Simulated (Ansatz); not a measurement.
Ag on the (0001) surface of 4H silicon carbide (H on every top atom; a constructed slab, bottom: 1 H on 1 bottom sites), one in a cell of 33 Å², started at the site 'top H'

Host crystal: 4H silicon carbide, with a band gap (PBE, scalar-relativistic without spin-orbit coupling).

Computed with PBE (plane waves to 420 eV, PAW; Ansatz, a quantum-chemistry and plane-wave program).

Slab: 41 atoms, 10.8 Å thick at the start with caps and adatoms under the adsorbate (thin: gaps and levels are the slab's own); k 4x4x1, smearing 0.01 eV, dipole-corrected; 20 atoms held, the rest relaxed; start symmetry kept, larger cells not searched; spin-polarised, ending with about 1.0 μB a cell; orders that need a larger cell were not tried, no spin-orbit, no U, no dispersion correction. At the end it is bonded to H. In PBE it is, or lies within 0.03 eV of, the lowest of the starts that converged.

```yaml
adsorption energy against an atom of fcc Ag: 234 kJ/mol
change_of_the_step_from_the_bottom_to_the_top_vacuum_level_against_the_clean_slab: 0.59 eV
energy_released_by_relaxation: 0.10 eV
height of the binding atom over the mean of the host atoms within 0.3 Å of the top one: 210.3 pm
magnetic_moment_of_the_cell: 1.00 μB
nearest_host_atoms_of_the_binding_atom: H at 2.08 Å, Si at 3.63 Å, H at 3.75 Å
largest_move_of_a_host_atom: 0.03 Å
cost: roughly 6 core-minutes
```

A negative adsorption energy means that the adsorbate is more stable on the surface than in its reference.
